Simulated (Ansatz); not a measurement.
PtBi$_{2}$ (Pa-3), PBEsol, DFPT electron-phonon coupling, linearised Boltzmann equation (Ansatz, a quantum-chemistry and plane-wave program). Phonon-limited resistivity 20.5 μΩ·cm at 300 K, 27.4 μΩ·cm at 400 K.

Q: Estimate the electronic thermal conductivity at 300 K by the Wiedemann-Franz law (L₀ = 2.44×10⁻⁸ W·Ω/K²).

A: L₀T/ρ = 2.44×10⁻⁸ × 300/(20.5×10⁻⁸) = 35.7 W/(m·K). Inelastic scattering puts the true Lorenz number somewhat under L₀ near and below the Debye temperature.

Q: What is the classical skin depth at 100 GHz (nonmagnetic, μ₀ = 1.257×10⁻⁶ H/m)?

A: δ = √(ρ/(π f μ₀)) = 721 nm.

Q: What temperature coefficient of resistance follows, and how does it compare with 1/T?

A: (ρ₄₀₀ − ρ₃₀₀)/(100 K × ρ₃₀₀) = 3.37×10⁻³ K⁻¹, against 1/T = 3.33×10⁻³ K⁻¹ for a resistivity proportional to T. Impurities would add a constant and lower it.

A metal at this level (no band gap). Only scattering by harmonic phonons is included (no impurities, grain boundaries, electron-electron scattering or thermal expansion). Spin-orbit coupling is left out, which matters with elements this heavy. Halving the electron mesh (12x12x12) moves the resistivity by up to 5 % at 300 K. Smearing 0.20 eV; phonons on a 2x2x2 q mesh, which this run doesn't test.

Formula and space group known from diffraction (Crystallography Open Database), not checked to be the room-temperature form: PtBi2 (Pa-3).
